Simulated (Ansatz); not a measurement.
Ansatz (a quantum-chemistry and plane-wave program) run on VMo (Cmmm, 2 atoms in the cell): relaxation of cell and atoms.

Computed with LDA (PW92), default PAW files made with PBE (plane waves; Ansatz).

The change in words: atoms on their sites; basis.ecutwfc: 420 eV → 210 eV; relax: default → cell and atoms. Reference geometry:
```
CELL_PARAMETERS angstrom
      1.52959    -2.21291     0.00000
      1.52959     2.21291     0.00000
      0.00000     0.00000     4.20786
ATOMIC_POSITIONS crystal
  V  0.50000 0.50000 0.51188
  Mo 0.00000 0.00000 0.00000
```

Reference input (self-consistent single point, DFT, LDA (PW92), plane waves, default PAW files made with PBE): basis.ecutwfc = 420 eV; kpoints.mp_grid.grid = 11 11 7; hamiltonian.xc = lda; hamiltonian.pseudopotentials = {kind: paw} (the program's default PAW files); scf.occupations.method = gaussian; scf.occupations.width = 0.1 eV. This run's input differs from it in these lines:

Ansatz 0.2 input:
```diff
@@ -6,6 +6,6 @@
   atoms:
-    - { symbol: V, position: [0.500000, 0.500000, 0.511883] }
+    - { symbol: V, position: [0.500000, 0.500000, 0.500000] }
     - { symbol: Mo, position: [0.000000, 0.000000, 0.000000] }
 basis:
-  ecutwfc: 420.0 eV
+  ecutwfc: 210.0 eV
 kpoints:
@@ -17,2 +17,4 @@
   occupations: { method: gaussian, width: 0.1 eV }
+relax:
+  cell: {}
 output:
```

The program printed (abridged):

```
   [... SCF lines of the steps left out ...]
relax step   1: F+E_penalty+E_count = -7695.54128167 eV  Δ(F+E_penalty+E_count) = +0.000e0 eV  max|allowed force component| = 6.409e-30 eV/Å  Δτ_max = 0.0000 Å  P = -5.864 GPa  Ω = 28.486 Å³  (7 SCF iters, dr2 threshold 1.00e-7 eV, accepted)
relax step   2: F+E_penalty+E_count = -7696.97262684 eV  Δ(F+E_penalty+E_count) = -1.431e0 eV  max|allowed force component| = 6.311e-30 eV/Å  Δτ_max = 0.0000 Å  P = +34.792 GPa  Ω = 27.305 Å³  energy of the carried Pulay correction = +1.547e0 eV  (6 [...]
   [... lines left out ...]
relax step  81: F+E_penalty+E_count = -7695.69074180 eV  Δ(F+E_penalty+E_count) = -2.909e-4 eV  max|allowed force component| = 1.972e-31 eV/Å  Δτ_max = 0.0000 Å  P = -0.007 GPa  Ω = 27.632 Å³  energy of the carried Pulay correction = +2.905e-4 eV  [...]
relax step  82: F+E_penalty+E_count = -7695.68793409 eV  Δ(F+E_penalty+E_count) = +2.808e-3 eV  max|allowed force component| = 6.508e-30 eV/Å  Δτ_max = 0.0000 Å  P = -0.013 GPa  Ω = 27.632 Å³  stress off target by 4.63e-2 GPa  SCF on the basis [...]
basis re-selected at this cell: Δ(F+E_penalty+E_count) = +2.808e-3 eV, ΔP = -0.006 GPa vs the last step
the relaxation is at rest under the 8 symmetry operations that the run kept from its start: a minimum is not shown …
Free energy (F): -7695.687934 eV
Internal energy: -7695.682618 eV  (E = F + TS)
E sigma→0 (E₀):  -7695.685276 eV
Entropy (-TS):   -0.005316 eV (-2.658 meV/atom)
Fermi energy:    19.749765 eV
--- Forces (eV/Å), atoms counted from 1 ---
  atom   1  V      0.00000000     0.00000000     0.00000000
   [... lines left out ...]
to start a new deck from the relaxed geometry:
  cell:  # Å, volume = 27.6325 Å³
    - [1.5077345385579242, -2.3603961128136395, 0.0]
    - [1.5077345385579242, 2.3603961128136395, 0.0]
    - [0.0, 0.0, 3.882219347777841]
  atoms:
    - { symbol: V, position: [0.5, 0.5, 0.5] }
    - { symbol: Mo, position: [0.0, 0.0, 0.0] }
```

The run converged.  The full log also holds: “iter 3 did not close the SCF: its close was put off for the readings that it lacked (scf_convergence_deferred on its scf_iter line)”. The full log also holds: “iter 4 did not close the SCF: its close was put off for the readings that it lacked (scf_convergence_deferred on its scf_iter line)”.

Summary of the result:
| Quantity | Value |
|---|---|
| Free energy E − TS (on the zero of these files) | -7695.6879 eV |
| Fermi level (on the code's own zero) | 19.75 eV |
| Pressure | -0.01 GPa |
| Final cell | a = 2.8008 Å, b = 2.8008 Å, c = 3.8822 Å, α = 90.00°, β = 90.00°, γ = 114.86° |
| Final volume per atom | 13.82 Å³ |
| Relaxation steps | 82 |

The starting cell comes from a database of computed structures (which also holds hypothetical and non-ambient phases and stackings), without a prior relaxation at this level. Its lattice was rescaled by up to half a per cent. Spin polarisation is off. The relaxation keeps the symmetry of its start, so its end need not be a minimum. Ansatz's pressure includes its estimate of the finite-basis (Pulay) stress. Without the estimate this run gives -204.69 GPa. The cutoff lies below the one recommended for these files.

Cost on one core of a shared machine: roughly 3 min.
